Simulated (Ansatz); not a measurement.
## BeS: response to strain

Start from BeS in the zinc blende structure (space group F-43m, No. 216).

```cif
data_Be4S4
_chemical_formula_sum 'Be4 S4'
_space_group_name_H-M_alt 'F-43m'
_space_group_IT_number 216
_space_group_name_Hall 'F -4 2 3'
_cell_length_a 4.83808
_cell_length_b 4.83808
_cell_length_c 4.83808
_cell_angle_alpha 90.000
_cell_angle_beta 90.000
_cell_angle_gamma 90.000
loop_
_atom_site_label
_atom_site_type_symbol
_atom_site_symmetry_multiplicity
_atom_site_Wyckoff_symbol
_atom_site_fract_x
_atom_site_fract_y
_atom_site_fract_z
_atom_site_occupancy
Be1 Be 4 a 0.00000 0.00000 0.00000 1
S1 S 4 d 0.75000 0.75000 0.75000 1
```
(The calculation used a cell of 2 atoms; values per cell refer to that cell.)

Strains are applied to the cell and any free atomic positions relax.

Level of theory: Ansatz (a quantum-chemistry and plane-wave program) PBEsol, spin-orbit coupling left out.

Notes on the quantities. energy relative to the base: free energy F.

```csv
isotropic strain (%),energy relative to the base (meV/atom)
-3,37.8
-2.5,25.9
-0.5,1.0
0,0.0
0.5,1.0
1,3.8
1.5,?
2,14.7
3,32.1
```

Question: Fit ΔE = Aε² + Bε³ (ε in %) to the rows shown and predict the withheld row.

Answer: Least squares on the printed values gives A = 3.88 and B = -0.11 meV/atom (largest residual 0.0 meV/atom); this predicts 8.4 meV/atom, and the run gives 8.4 meV/atom, in agreement.

Stability against distortions was not tested.
